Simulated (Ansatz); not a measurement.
# Pt: strain along the normal

Pt (fcc, Fm-3m, 14.777 Å³/atom at rest) under an equal strain ε in the (001) plane with the normal axis free, as in a coherent film. LDA in Ansatz, a plane-wave DFT program (PAW, default set), 420 eV, 29×29×29 Γ-centred mesh, Fermi-Dirac smearing 0.10 eV; ions are relaxed within the symmetry of each cell.

Here s stands for strain and y for normal strain.

| strain (%) | normal strain (%) |
|---|---|
| -1.50 | 2.09 |
| -1.00 | 1.40 |
| -0.50 | 0.70 |
| 0.00 | 0.00 |
| 0.50 | -0.71 |
| 1.00 | -1.42 |
| 1.50 | -2.13 |
| 3.00 | ? |

Q: Using a straight line, estimate the missing y at s = 3.00 from the other rows, showing the fit.

A: Means: s 0, y -0.010. About the means, the sum of products is -9.8550 and the sum of squares of s is 7.0000; the slope is their ratio. Least squares gives y = -0.010 - 1.4079·s. Residuals (row less fit): -0.012, 0.002, 0.006, 0.010, 0.004, -0.002, -0.008; standard error 0.009 (degrees of freedom: 5). The slope, -1.41 ± 0.00, is the elastic response of the normal axis, −2C12/C11 for this plane. At the withheld row, y = -0.010 - 1.4079 × 3.0 = -4.234%. The calculation gives -4.33%, 0.096% below the prediction (1.5 % of the range of y in the table). The row lies outside the fitted rows, so this is an extrapolation. From the scatter of the fitted rows alone, a prediction at this place has a standard error of 0.013%, so the miss is 7.4 times that.

One order more, fitted to all 13 runs of the series, follows each within 0.02, so the miss is the next term of a smooth law. In a metal these values are sensitive to mesh and smearing; energies are taken to zero smearing, stresses follow the free energy. Rows are the converged runs of the series near zero and its far end; series whose fitted rows scatter by over a few per cent of the range, as at a crossing or softening among them, aren't shown in this form. Most that stay on the fit to the last digits aren't either.
